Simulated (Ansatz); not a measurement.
```yaml
crystal:
  lattice:
    - [0.00000, -4.71401, -4.31462]
    - [0.00000, 4.71401, -4.31462]
    - [5.44615, 0.00000, 4.31462]
  atoms:
    - { symbol: Ru, position: [0.58379, 0.41609, 0.24988] }
    - { symbol: Ru, position: [0.20891, 0.54121, 0.00012] }
    - { symbol: Ru, position: [0.70891, 0.04121, 0.00012] }
    - { symbol: Ir, position: [0.33290, 0.16734, 0.75023] }
    - { symbol: Ir, position: [0.45766, 0.79210, 0.49977] }
    - { symbol: Ir, position: [0.95766, 0.29210, 0.49977] }
    - { symbol: Ru, position: [0.08379, 0.91609, 0.24988] }
    - { symbol: Ir, position: [0.83290, 0.66734, 0.75023] }
    - { symbol: Ru, position: [0.54121, 0.20891, 0.50012] }
    - { symbol: Ir, position: [0.16734, 0.33290, 0.25023] }
    - { symbol: Ir, position: [0.66734, 0.83290, 0.25023] }
    - { symbol: Ir, position: [0.29210, 0.95766, 0.99977] }
    - { symbol: Ru, position: [0.41609, 0.58379, 0.74988] }
    - { symbol: Ru, position: [0.91609, 0.08379, 0.74988] }
    - { symbol: Ru, position: [0.04121, 0.70891, 0.50012] }
    - { symbol: Ir, position: [0.79210, 0.45766, 0.99977] }
```

The mixing enthalpy is taken against the end members in the hexagonal close-packed type (which need not be the stable form of Ir), relaxed in the same cell and mesh.

Calculation: r2SCAN (plane waves to 500 eV, PAW; Ansatz, an electronic-structure program). Spin–orbit coupling is left out; the runs are not spin-polarised. Its k-point mesh 6×6×6, Fermi–Dirac width 0.05 eV.

Question: Give the composition and order of this alloy cell, and its volume, bond lengths and mixing enthalpy.

Answer: A 16-atom cell of (Ru,Ir) started in the hexagonal close-packed structure, site fractions Ru 0.500, Ir 0.500, short-range order -0.33 among the nearest mixed sites (0 is random, a negative value favours unlike neighbours), space group Pnma at the end, an ordered arrangement that its symmetry holds.
- volume per atom = 13.85 Å³
- Ir–Ru bonds = 2.696 Å on average, from 2.669 to 2.730 (64)
- Ru–Ru bonds = 2.694 Å on average, from 2.667 to 2.721 (16)
- Ir–Ir bonds = 2.697 Å on average, from 2.671 to 2.723 (16)
- mixing enthalpy per site of the mixed sublattice = -94 meV
- departure of the mean lattice parameter from Vegard's line = under 0.15 %, inside the noise of the relaxations
